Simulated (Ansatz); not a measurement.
Defect migration in fcc Rh: Mo-vacancy pair (Mo on one host Rh site, one Rh site vacant), neutral cell. Level of theory: PBE, PAW (plane waves to 420 eV; Ansatz, a program for electronic structure).

Settings: 32 host sites, the relaxed PBE lattice, a 2×2×2 k-point mesh shifted by half a step, smearing 0.10 eV, spin-restricted, no image-charge correction. No zero-point or tunnelling terms. Forms of the defect that were not tried may lie lower. The start lies 0.50 eV above the lowest site run (PBE).

Barriers: single points on a 4×4×4 k-point mesh shifted by half a step at the bands' geometries (they differ from the bands' own by up to 0.13 eV, and are uncertain by about as much).

The step: direct exchange of Mo with the vacancy (Mo-vacancy distance between ideal sites 2.71 Å throughout). Atoms about the jump, Cartesian Å from the middle of the jump, before and after:

```json
[
 {"atom": "Mo1", "x0": "0.00", "y0": "-0.95", "z0": "-0.95", "x1": "0.00", "y1": "0.95", "z1": "0.95"},
 {"atom": "Rh2", "x0": "1.88", "y0": "0.95", "z0": "-0.94", "x1": "1.88", "y1": "0.94", "z1": "-0.95"},
 {"atom": "Rh3", "x0": "-1.89", "y0": "0.95", "z0": "-0.94", "x1": "-1.89", "y1": "0.94", "z1": "-0.95"},
 {"atom": "Rh4", "x0": "1.89", "y0": "-0.94", "z0": "0.95", "x1": "1.89", "y1": "-0.95", "z1": "0.94"},
 {"atom": "Rh5", "x0": "-1.89", "y0": "-0.94", "z0": "0.95", "x1": "-1.89", "y1": "-0.95", "z1": "0.94"},
 {"atom": "Rh6", "x0": "0.00", "y0": "0.96", "z0": "-2.87", "x1": "0.00", "y1": "0.93", "z1": "-2.86"},
 {"atom": "Rh7", "x0": "0.00", "y0": "2.86", "z0": "-0.93", "x1": "0.00", "y1": "2.87", "z1": "-0.96"},
 {"atom": "Rh8", "x0": "0.00", "y0": "-2.87", "z0": "0.96", "x1": "0.00", "y1": "-2.86", "z1": "0.93"},
 {"atom": "Rh9", "x0": "0.00", "y0": "-0.93", "z0": "2.86", "x1": "0.00", "y1": "-0.96", "z1": "2.87"}
]
```

### Question
Predict the transition state.

### Answer

```json
[
 {"atom": "Mo1", "x": "0.00", "y": "0.01", "z": "-0.03"},
 {"atom": "Rh2", "x": "2.02", "y": "0.98", "z": "-0.99"},
 {"atom": "Rh3", "x": "-2.02", "y": "0.98", "z": "-0.99"},
 {"atom": "Rh4", "x": "2.00", "y": "-0.99", "z": "0.97"},
 {"atom": "Rh5", "x": "-2.00", "y": "-0.99", "z": "0.97"},
 {"atom": "Rh6", "x": "0.00", "y": "0.92", "z": "-2.85"},
 {"atom": "Rh7", "x": "0.00", "y": "2.84", "z": "-0.94"},
 {"atom": "Rh8", "x": "0.00", "y": "-2.85", "z": "0.93"},
 {"atom": "Rh9", "x": "0.00", "y": "-0.94", "z": "2.84"}
]
```
It lies 2.00 eV above the start and 2.00 eV above the end. The saddle point's order was not checked, and it lies on a symmetry element of the cell, where a band can be held.
